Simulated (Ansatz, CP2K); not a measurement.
A CP2K input for a self-consistent single point of PbO (P4/nmm, 4 atoms in the cell) (DFT PBE, GPW, DZVP-MOLOPT-SR-GTH basis, GTH-PBE potentials (GTH_POTENTIALS)):

```
&GLOBAL
  PROJECT scf
  RUN_TYPE ENERGY_FORCE
  PRINT_LEVEL LOW
&END GLOBAL
&FORCE_EVAL
  METHOD Quickstep
  STRESS_TENSOR ANALYTICAL
  &DFT
    BASIS_SET_FILE_NAME BASIS_MOLOPT
    POTENTIAL_FILE_NAME GTH_POTENTIALS
    &QS
      METHOD GPW
      EPS_DEFAULT 1E-10
    &END QS
    &MGRID
      CUTOFF 450
      REL_CUTOFF 50
      NGRIDS 5
    &END MGRID
    &SCF
      SCF_GUESS ATOMIC
      EPS_SCF 1E-7
      MAX_SCF 100
      ADDED_MOS 5
      &DIAGONALIZATION
        ALGORITHM STANDARD
      &END DIAGONALIZATION
      &MIXING
        METHOD BROYDEN_MIXING
        ALPHA 0.3
        NBUFFER 10
      &END MIXING
      &SMEAR ON
        METHOD FERMI_DIRAC
        ELECTRONIC_TEMPERATURE [K] 580.23
      &END SMEAR
    &END SCF
    &KPOINTS
      SCHEME MONKHORST-PACK 6 6 5
      GAMMA_CENTERED T
    &END KPOINTS
    &XC
      &XC_FUNCTIONAL PBE
      &END XC_FUNCTIONAL
    &END XC
    &PRINT
      &MO
        EIGENVALUES T
        OCCUPATION_NUMBERS T
        NDIGITS 8
        FILENAME mo
        &EACH
          QS_SCF 0
        &END EACH
        ADD_LAST NUMERIC
      &END MO
      &MULLIKEN OFF
      &END MULLIKEN
    &END PRINT
  &END DFT
  &SUBSYS
    &CELL
      A 3.90040000 0.00000000 0.00000000
      B 0.00000000 3.90040000 0.00000000
      C 0.00000000 0.00000000 4.91960000
      PERIODIC XYZ
    &END CELL
    &COORD
      SCALED
      Pb       0.50000000     0.00000000     0.76500000
      Pb       0.00000000     0.50000000     0.23500000
      O        0.50000000     0.50000000     0.00000000
      O        0.00000000     0.00000000     0.00000000
    &END COORD
    &KIND Pb
      BASIS_SET DZVP-MOLOPT-SR-GTH-q4
      POTENTIAL GTH-PBE-q4
    &END KIND
    &KIND O
      BASIS_SET DZVP-MOLOPT-SR-GTH-q6
      POTENTIAL GTH-PBE-q6
    &END KIND
  &END SUBSYS
  &PRINT
    &FORCES ON
    &END FORCES
    &STRESS_TENSOR ON
    &END STRESS_TENSOR
  &END PRINT
&END FORCE_EVAL
```

Q: Write the same calculation as an input for Ansatz (a quantum-chemistry and plane-wave program).

A: This is the input that was run; spellings and numerical settings could be chosen otherwise.

Ansatz 0.2 input:
```yaml
# PbO
crystal:
  lattice:
    - [3.900400, 0.000000, 0.000000]
    - [0.000000, 3.900400, 0.000000]
    - [0.000000, 0.000000, 4.919600]
  atoms:
    - { symbol: Pb, position: [0.500000, 0.000000, 0.765000] }
    - { symbol: Pb, position: [0.000000, 0.500000, 0.235000] }
    - { symbol: O, position: [0.500000, 0.500000, 0.000000] }
    - { symbol: O, position: [0.000000, 0.000000, 0.000000] }
kpoints:
  mp_grid: { grid: [6, 6, 5] }
hamiltonian:
  xc: pbe
  pseudopotentials: { kind: paw }
scf:
  occupations: { method: fermi_dirac, width: 0.05 }
output:
  forces: true
  eigenvalues: true
  stress: true
```

Basis settings and potentials, where a program has them, do not carry over. This input uses DFT, PBE, plane waves, default PAW files.

The starting cell has typed, rounded lattice constants, without a prior relaxation at this level. For this run, on top of that: lattice scaled by 0.98.
